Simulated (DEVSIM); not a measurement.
System: Mo/HfO2/p-Si capacitor, at 400 K.

```csv
layer (left to right),material,thickness (nm),Na (cm⁻³)
1,HfO2,4.10,-
2,Si,5500,1.1e16
```

Metal gate on the left, work function 4.6 eV. Fixed charge at the semiconductor interface 2.5e11 cm⁻² (in units of +e); interface traps 3e11 cm⁻² eV⁻¹, uniform in energy, neutral level at 0.7 of the gap above the valence band.

This is a model device: material constants are rounded textbook-type values typed into the input, and sizes, dopings and lifetimes were drawn at random. Values at 300 K; Nc and Nv go as T^1.5, mobilities as T to minus their exponent, the gap by Varshni's rule with the affinity fixed.

```tsv
parameter	HfO2	Si
gap (eV)	5.7	1.124
affinity (eV)	2.5	4.05
permittivity	22	11.7
Nc (cm⁻³)	-	2.86e19
Nv (cm⁻³)	-	3.1e19
Varshni α (eV/K)	-	0.000473
Varshni β (K)	-	636
```

Model (solved in DEVSIM): 1D Poisson equation in equilibrium, Boltzmann statistics, complete ionisation; no quantum confinement or tunnelling. Metal contacts follow the ideal Schottky-Mott rule: no Fermi-level pinning, no interface dipoles.

The substrate doping was swept, all else fixed.

```tsv
substrate doping (cm^-3)	flat-band voltage (V)	threshold voltage (band bending 2φF) (V)	minimum of the low-frequency capacitance (μF/cm²)
5.5e14	-0.17	0.15	0.0642
1.1e15	-0.19	0.18	0.0680
2.2e15	-0.22	0.20	0.0739
5.5e15	-0.25	0.24	0.0859
1.1e16	-0.27	0.27	0.0993
2.2e16	-0.30	0.29	0.114
```

From the first row to the last the flat-band voltage goes from -0.17 to -0.30. From the first row to the last the threshold voltage (band bending 2φF) goes from 0.15 to 0.29.
